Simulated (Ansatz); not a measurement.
Consider the following.

End structure of the (111)B surface of zinc-blende GaSb, Sb-terminated, 2x2 with 3 H on 4 top atoms (bottom of the slab: 3 H on 4 bottom sites):

```
CELL_PARAMETERS angstrom
      8.78596     0.00000     0.00000
     -4.39298     7.60887     0.00000
      0.00000     0.00000    31.50000
ATOMIC_POSITIONS crystal
  Ga 0.32897 0.17103 0.30991
  Ga 0.84195 0.17103 0.30992
  Ga 0.32897 0.65805 0.30992
  Ga 0.83324 0.66676 0.33043
  Sb 0.16662 0.33338 0.34160
  Sb 0.66070 0.32152 0.34049
  Sb 0.17848 0.83930 0.34049
  Sb 0.66061 0.83939 0.34051
  Ga 0.16667 0.33333 0.42613
  Ga 0.66667 0.33333 0.42613
  Ga 0.16667 0.83333 0.42613
  Ga 0.66667 0.83333 0.42613
  Sb 0.00000 0.00000 0.45460
  Sb 0.50000 0.00000 0.45460
  Sb 0.00000 0.50000 0.45460
  Sb 0.50000 0.50000 0.45460
  Ga 0.99871 0.99892 0.53955
  Ga 0.50042 0.99958 0.53967
  Ga 0.99971 0.50029 0.54058
  Ga 0.50108 0.50129 0.53955
  Sb 0.33320 0.16680 0.56733
  Sb 0.83249 0.16487 0.56852
  Sb 0.33513 0.66751 0.56852
  Sb 0.83241 0.66759 0.56884
  Ga 0.33342 0.16658 0.65244
  Ga 0.81992 0.13995 0.65386
  Ga 0.36005 0.68008 0.65386
  Ga 0.81999 0.68001 0.65412
  Sb 0.16433 0.33567 0.67564
  Sb 0.67138 0.33561 0.67582
  Sb 0.16439 0.82862 0.67582
  Sb 0.66646 0.83354 0.69545
  H  0.33217 0.16783 0.26011
  H  0.83548 0.16766 0.26013
  H  0.33234 0.66452 0.26013
  H  0.16994 0.33006 0.73016
  H  0.65970 0.32906 0.73034
  H  0.17094 0.84030 0.73034
```

Slab: 38 atoms, 15.0 Å thick at the start with caps and adatoms; k 3x3x1, smearing 0.025 eV, dipole-corrected; 8 atoms held, the rest relaxed; held to the start's symmetry, so lower structures may exist; no spin, no spin-orbit, no U.

Q: What is the computed gap of the slab on its k-mesh (Ansatz (a program for electronic structure) with PBE)?

A: 0.34 eV

Q: What highest filled level below the top vacuum level does PBE give?

A: 4.44 eV
